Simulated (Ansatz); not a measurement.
System: SiO2 (P4₁2₁2, No. 92). Method: r²SCAN (plane waves, PAW; Ansatz, a quantum-chemistry and plane-wave program).

Settings: plane-wave cutoff 560 eV, 8×8×6 k mesh (along the axes of the cell as run), Fermi–Dirac smearing 0.01 eV, scalar-relativistic PAW data made under PBE.

Shape and atoms are relaxed at each volume.

The direct gap at Γ against volume; x = 100 ln(V/14.295 Å³). One gap is withheld.

| V (Å³/atom) | x | gap (eV) |
|---|---|---|
| 13.723 | -4.08 | 6.431 |
| 14.009 | -2.02 | 6.389 |
| 14.295 | 0.00 | 6.347 |
| 14.581 | 1.98 | 6.307 |
| 14.867 | 3.92 | ? |

Fit a straight line to the rows shown, give the volume deformation potential and predict the withheld gap.

Means of the 4 rows: x̄ = -1.030, ȳ = 6.3685 eV. Σ(x − x̄)(y − ȳ) = -0.4182 and Σ(x − x̄)² = 20.404, so the slope is -0.0205 eV per unit of x, and dE_g/d ln V = -2.1 eV. At x = 3.92: 6.3685 + (-0.0205) × (3.92 − (-1.030)) = 6.267 eV. The run gives 6.268 eV, 0.001 eV above the line.
